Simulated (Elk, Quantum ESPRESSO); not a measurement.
An Elk input for a self-consistent single point of Li (R-3m, 3 atoms in the cell) (DFT, LDA (PW92), all-electron FP-LAPW, Elk's shipped species files, APW+lo basis with extra local orbitals):

```
tasks
  0

tforce
  .true.

rgkmax
  7.5

gmaxvr
  18.0

lmaxapw
  10

lmaxo
  8

nxlo
  2

lorbcnd
  .true.

lradstp
  2

nrmtscf
  2.0

lmaxi
  4

stype
  0

swidth
  0.00734986

maxscl
  100

scale
  14.20015285

avec
    0.2008158401    0.1159410414    0.9727438888
   -0.2008158401    0.1159410414    0.9727438888
    0.0000000000   -0.2318821967    0.9727438753

sppath
  './'

atoms
  1
  'Li.in'
  3
  0.7770300000  0.7770300000  0.7770300000    0.0 0.0 0.0
  0.2229700000  0.2229700000  0.2229700000    0.0 0.0 0.0
  0.0000000000  0.0000000000  0.0000000000    0.0 0.0 0.0

ngridk
  10 10 10
```

Q: Give the Quantum ESPRESSO input for the same structure, mesh, smearing and functional.

A: One input that does it (others would too):

```fortran
&control
    calculation = 'scf'
    prefix = 'pwscf'
    outdir = './work'
    pseudo_dir = './'
    tprnfor = .true.
    tstress = .true.
/
&system
    ibrav = 5
    celldm(1) = 14.2001528539
    celldm(4) = 0.919345996710
    nat = 3
    ntyp = 1
    ecutwfc = 75
    occupations = 'smearing'
    smearing = 'gaussian'
    degauss = 0.0147
/
&electrons
    conv_thr = 1.0e-11
/
ATOMIC_SPECIES
Li     6.9400  Li.upf
ATOMIC_POSITIONS crystal
Li    0.7770300000    0.7770300000    0.7770300000
Li    0.2229700000    0.2229700000    0.2229700000
Li    0.0000000000    0.0000000000    0.0000000000
K_POINTS automatic
10 10 10  0 0 0
```

Basis settings and potentials, where a program has them, do not carry over. This input uses DFT, LDA (PW92), plane waves, PseudoDojo standard norm-conserving (LDA) pseudopotentials. LDA parametrisations can differ slightly between programs.

The starting cell comes from a database of computed structures (which also holds hypothetical and non-ambient phases and stackings), without a prior relaxation at this level. Its lattice was rescaled by a random factor within 2.5 % of one.
